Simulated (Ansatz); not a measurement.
**Ta$_{2}$C (space group P-3m1, No. 164)**

Space group P-3m1 (No. 164); a = 3.0949 Å, b = 3.0949 Å, c = 4.9215 Å, α = 90.00°, β = 90.00°, γ = 120.00°

| atom | site | symmetry | x | y | z |
|---|---|---|---|---|---|
| Ta | 2d | 3m. | 0.3333 | 0.6667 | 0.2530 |
| C | 1a | -3m. | 0.0000 | 0.0000 | 0.0000 |

Computed with PBEsol (Ansatz, an electronic-structure program; PAW; 420 eV plane waves; scalar-relativistic without spin-orbit coupling). Γ-centred 17×17×10 mesh, Fermi–Dirac width 0.05 eV.

* **Volume per atom**: 13.61 Å³
* **Density**: 15.21 g/cm³
* **Band gap**: zero
* **Total energy**: -6620.558 eV/atom (σ→0; compares only within this code and set-up)

No phonon test of stability was made. The final runs are not spin-polarised.
